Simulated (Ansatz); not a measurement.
Consider interstitial Ag in rutile TiO2, charge state +1. These are PBE, PAW (plane waves to 420 eV; Ansatz, an electronic-structure program) values and carry that method's errors.

Cell of 72 host sites held at the relaxed PBE lattice; one k-point at (0.250, 0.250, 0.250); Fermi-Dirac width 0.01 eV, spin-restricted; finite-size errors left in. Static, classical nuclei. The charge state is imposed; whether it is stable for some Fermi level was not computed. Sites that were not tried may lie lower. The start lies 0.36 eV above the lowest site run (PBE).

Barriers: single points on a 2×2×2 k-point mesh shifted by half a step at the bands' geometries.

Relaxed starting cell (atoms counted from 1):

```
CELL_PARAMETERS angstrom
      9.28699     0.00000     0.00000
      0.00000     9.28699     0.00000
      0.00000     0.00000     8.89145
ATOMIC_POSITIONS crystal
  Ti 0.99279 0.03020 0.98886
  Ti 0.00798 0.00302 0.32644
  Ti 0.01134 0.99201 0.66400
  Ti 0.00621 0.46987 0.98833
  Ti 0.99053 0.49632 0.32590
  Ti 0.98738 0.50707 0.66297
  Ti 0.50497 0.00153 0.99501
  Ti 0.49673 0.01434 0.33855
  Ti 0.48856 0.98769 0.66216
  Ti 0.49332 0.49817 0.99612
  Ti 0.50176 0.48678 0.33901
  Ti 0.51080 0.51107 0.66277
  Ti 0.25209 0.24601 0.16820
  Ti 0.23945 0.26282 0.50373
  Ti 0.26103 0.24897 0.82654
  Ti 0.28084 0.75478 0.17849
  Ti 0.24281 0.73665 0.50210
  Ti 0.24988 0.74526 0.84043
  Ti 0.74654 0.25439 0.16803
  Ti 0.75971 0.23682 0.50381
  Ti 0.73762 0.25044 0.82683
  Ti 0.71708 0.74661 0.17757
  Ti 0.75573 0.76290 0.50159
  Ti 0.75009 0.75349 0.84017
  O  0.14933 0.16229 0.99941
  O  0.14955 0.16001 0.33663
  O  0.15705 0.15058 0.66541
  O  0.17129 0.63015 0.98922
  O  0.15702 0.65348 0.32973
  O  0.14832 0.65237 0.66878
  O  0.65084 0.14991 0.00093
  O  0.65135 0.15190 0.33249
  O  0.65148 0.15168 0.66797
  O  0.65159 0.65276 0.99917
  O  0.64341 0.65602 0.34301
  O  0.65338 0.65432 0.66539
  O  0.09732 0.40305 0.16814
  O  0.09574 0.40445 0.50467
  O  0.09412 0.39422 0.82462
  O  0.12250 0.92418 0.17877
  O  0.09802 0.89991 0.49869
  O  0.09550 0.90632 0.83911
  O  0.60016 0.40101 0.16769
  O  0.59772 0.40207 0.50003
  O  0.59788 0.40262 0.83621
  O  0.58695 0.90069 0.16863
  O  0.59868 0.90695 0.50254
  O  0.59121 0.90073 0.83157
  O  0.39882 0.09923 0.16758
  O  0.40138 0.09808 0.50041
  O  0.40099 0.09726 0.83625
  O  0.41161 0.59956 0.16823
  O  0.40023 0.59295 0.50300
  O  0.40784 0.59942 0.83159
  O  0.90160 0.09655 0.16852
  O  0.90345 0.09557 0.50424
  O  0.90519 0.10598 0.82461
  O  0.87664 0.57564 0.17942
  O  0.90068 0.59985 0.49854
  O  0.90305 0.59347 0.83896
  O  0.34827 0.35015 0.00102
  O  0.34708 0.34885 0.33258
  O  0.34823 0.34764 0.66802
  O  0.34768 0.84710 0.99912
  O  0.35550 0.84432 0.34325
  O  0.34511 0.84600 0.66530
  O  0.84969 0.33774 0.99945
  O  0.85038 0.33906 0.33652
  O  0.84159 0.34973 0.66531
  O  0.82645 0.87045 0.98939
  O  0.84209 0.84679 0.32991
  O  0.85051 0.84738 0.66878
  Ag 0.99864 0.75019 0.08999
```
Cell charge +1.

End state 1 differs by these moves (Å; atoms that move under 0.08 Å are left out):

```
atom  element     Δx     Δy     Δz
----  -------  -----  -----  -----
1          Ti   0.14  -0.25   0.18
2          Ti  -0.14   0.25   0.18
4          Ti  -0.15   0.25   0.19
5          Ti   0.15  -0.25   0.18
6          Ti   0.00   0.00   0.08
7          Ti  -0.08   0.12   0.01
8          Ti   0.08  -0.12   0.01
9          Ti   0.00   0.00   0.10
10         Ti   0.08  -0.11   0.00
11         Ti  -0.08   0.11   0.00
12         Ti   0.00   0.00   0.09
14         Ti   0.20  -0.13   0.04
15         Ti  -0.20   0.13   0.04
16         Ti   0.00   0.00  -0.19
17         Ti   0.06   0.08  -0.07
18         Ti  -0.06  -0.08  -0.07
20         Ti  -0.20   0.13   0.04
21         Ti   0.21  -0.13   0.04
22         Ti   0.00   0.00  -0.18
23         Ti  -0.05  -0.09  -0.06
24         Ti   0.05   0.09  -0.06
28          O  -0.13   0.22   0.14
29          O   0.14  -0.22   0.14
34          O  -0.08   0.03  -0.06
35          O   0.07  -0.03  -0.06
38          O  -0.02  -0.10   0.05
39          O   0.01   0.09   0.05
40          O   0.00   0.00  -0.21
47          O  -0.07  -0.06   0.01
48          O   0.07   0.06   0.01
53          O   0.07   0.06   0.01
54          O  -0.07  -0.06   0.01
56          O   0.01   0.09   0.06
57          O  -0.02  -0.10   0.05
58          O   0.00   0.00  -0.21
64          O   0.07  -0.03  -0.06
65          O  -0.08   0.03  -0.06
70          O   0.15  -0.22   0.14
71          O  -0.14   0.21   0.14
73         Ag   0.01   0.00   1.38
```

Question: Estimate the forward and backward barriers to end state 1 that PBE, PAW returns for this input.

Answer: forward 0.046 eV, backward 0.046 eV; at the saddle point atom 73 has neighbours 2 O at 2.06, 2 O at 2.35, 2 O at 2.36 Å. The check of the saddle point's order was inconclusive, and it lies on a symmetry element of the cell, where a band can be held.
